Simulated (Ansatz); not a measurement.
The parent structure is Sn (space group I4_1/amd, No. 141; a = 5.8862 Å, c = 3.1837 Å).

Method: r2SCAN (Ansatz, a program for electronic structure, PAW, no spin-orbit coupling).

Base values:

- Lattice parameter a: 5.886 Å

Perturbation: full substitution Sn → Si, then cell and atoms are relaxed.

Problem. How does this affect the lattice parameter a?

Solution. The lattice parameter a decreases by 1.094 Å to 4.792 Å.

Whether these cells are dynamically stable was not tested. For Si in this form, whether it has been made was not checked. This is not the structure that Si has at room temperature and ambient pressure.
